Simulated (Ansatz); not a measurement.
The reference is HfO2 (space group P4_2/nmc, No. 137; a = 3.568 Å, c = 5.167 Å).

One thing is altered: cell and atoms relaxed at a pressure of 30 GPa.

Levels (all Ansatz, a quantum-chemistry and plane-wave program, PAW, earlier PAW set): PBEsol (420 eV, spin-orbit coupling left out); PBEsol+SOC (600 eV, noncollinear with spin-orbit coupling).

The geometry is relaxed with PBEsol.

| Item | Result |
|---|---|
| PBEsol electron mass | 0.98 mₑ along c, 0.68 mₑ across (at Γ) |
| PBEsol lowest conduction level above the VBM at special points | Γ 4.30 eV; M 4.62 eV; X 4.85 eV; R 5.18 eV |
| PBEsol gap character | indirect, M–A (38 % along) → Γ |
| PBEsol smallest direct gap | 4.39 eV |

**Question.** Predict the electron mass, lowest conduction level above the VBM at special points, gap character and smallest direct gap from PBEsol+SOC.

**Answer.** The electron mass goes from 0.98 mₑ along c, 0.68 mₑ across (at Γ) to 0.98 mₑ along c, 0.69 mₑ across (at Γ); the lowest conduction level above the VBM at special points changes from Γ 4.30 eV; M 4.62 eV; X 4.85 eV; R 5.18 eV to Γ 4.30 eV; M 4.63 eV; X 4.85 eV; R 5.10 eV; the gap character remains indirect, M–A (38 % along) → Γ; the smallest direct gap hardly moves (4.39 eV against 4.40 eV).

Single points use the geometry relaxed with PBEsol. Their cutoffs differ, which shifts pressures a little. Differences between runs with and without spin-orbit coupling are approximate. Spin-orbit coupling, missing from the scalar runs, can matter with Hf. Load acts through the strain it causes; cell and atoms are relaxed under it. Masses are band curvatures over ±0.01 Å⁻¹ around the edge. Stability against distortions was not tested. No other phases were tried under pressure. This is not the structure that HfO2 has at room temperature and ambient pressure.
